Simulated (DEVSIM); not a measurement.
System: Co/SiO2/p-Si capacitor, at 400 K.

```csv
layer (left to right),material,thickness (nm),Na (cm⁻³)
1,SiO2,1.30,-
2,Si,4700,1.5e16
```

Metal gate on the left, work function 5 eV. Fixed charge at the semiconductor interface -8.8e11 cm⁻² (in units of +e); no interface traps.

The device is made up for the run: typed textbook-type constants, with dimensions and the other settings drawn at random. Values at 300 K; Nc and Nv go as T^1.5, mobilities as T to minus their exponent, the gap by Varshni's rule with the affinity fixed.

```
parameter         SiO2        Si
----------------  ----  --------
gap (eV)             9     1.124
affinity (eV)      0.9      4.05
permittivity       3.9      11.7
Nc (cm⁻³)            -   2.86e19
Nv (cm⁻³)            -    3.1e19
Varshni α (eV/K)     -  0.000473
Varshni β (K)        -       636
```

Model (solved in DEVSIM): 1D Poisson equation in equilibrium, Boltzmann statistics, complete ionisation; no quantum confinement or tunnelling. Metal contacts follow the ideal Schottky-Mott rule: no Fermi-level pinning, no interface dipoles.

Q: Tabulate band edges, carrier densities and field at 0.6 V on the gate.

A: Energies count from the Fermi level of the right contact; mesh points crowd at the junctions.

| x (μm) | Ec (eV) | Ev (eV) | n (cm⁻³) | p (cm⁻³) | field (V/cm) |
|---|---|---|---|---|---|
| 0.000 | 3.500 | -5.500 | < 1e2 | < 1e2 | 530000 |
| 0.0006348 | 3.534 | -5.466 | < 1e2 | < 1e2 | 530000 |
| 0.001272 | 3.568 | -5.432 | < 1e2 | < 1e2 | 430000 |
| 0.002425 | 0.423 | -0.673 | 2.0e14 | 1.6e11 | 41000 |
| 0.006245 | 0.439 | -0.658 | 1.3e14 | 2.5e11 | 40000 |
| 0.01301 | 0.465 | -0.631 | 6.0e13 | 5.3e11 | 38000 |
| 0.02635 | 0.515 | -0.582 | 1.4e13 | 2.2e12 | 35000 |
| 0.07017 | 0.647 | -0.449 | 3.1e11 | 1.0e14 | 25000 |
| 0.1428 | 0.772 | -0.324 | 8.2e9 | 3.9e15 | 9900 |
| 0.3008 | 0.817 | -0.279 | 2.2e9 | 1.5e16 | 250 |
| 0.6127 | 0.818 | -0.278 | 2.1e9 | 1.5e16 | ≈ 0 |
| 1.637 | 0.818 | -0.278 | 2.1e9 | 1.5e16 | ≈ 0 |
| 3.027 | 0.818 | -0.278 | 2.1e9 | 1.5e16 | ≈ 0 |
| 3.907 | 0.818 | -0.278 | 2.1e9 | 1.5e16 | ≈ 0 |
| 4.395 | 0.818 | -0.278 | 2.1e9 | 1.5e16 | ≈ 0 |
| 4.556 | 0.818 | -0.278 | 2.1e9 | 1.5e16 | ≈ 0 |
| 4.631 | 0.818 | -0.278 | 2.1e9 | 1.5e16 | ≈ 0 |
| 4.668 | 0.818 | -0.278 | 2.1e9 | 1.5e16 | ≈ 0 |
| 4.689 | 0.818 | -0.278 | 2.1e9 | 1.5e16 | ≈ 0 |
| 4.696 | 0.818 | -0.278 | 2.1e9 | 1.5e16 | ≈ 0 |
| 4.699 | 0.818 | -0.278 | 2.1e9 | 1.5e16 | ≈ 0 |
| 4.701 | 0.818 | -0.278 | 2.1e9 | 1.5e16 | ≈ 0 |
